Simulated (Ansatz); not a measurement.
Take an 8-atom supercell of CoSi (space group P2_13, No. 198; a = 4.3857 Å; non-magnetic) at its relaxed geometry as the base.

The values are results of Kohn–Sham DFT with the PBEsol functional, run in Ansatz (a program for electronic structure) with PAW and 420 eV plane waves, scalar-relativistic without spin-orbit coupling, not measurements.

Base values:

The mean distance from the defect site to its nearest host atoms is 2.31 Å. The pressure is 0.0 GPa.

The change: a neutral Tl on a Si site, atoms relaxed at fixed cell, starting from a slightly rattled geometry.

**Question.** What happens to the mean distance from the defect site to its nearest host atoms?

**Answer.** The mean distance from the defect site to its nearest host atoms rises by 0.08 Å, from 2.31 Å to 2.39 Å.

**Question.** What happens to the pressure?

**Answer.** The pressure goes from zero to 37.3 GPa.

**Question.** What happens to the largest displacement of a host atom from its site in the perfect cell?

**Answer.** The largest displacement of a host atom from its site in the perfect cell is 0.14 Å.

The magnetic state is the one reached from the starting moments; the real material's order can differ, and small cells can't hold many antiferromagnetic ones. In so small a cell the defect repeats every few ångströms: this is an ordered compound, not a dilute defect. Seeded moments were not kept for Tl on a Si site and the base. Spin-polarised in the final run: Tl on a Si site; the other runs are not. The defect cell is spin-polarised and ends with 0.0 μB.
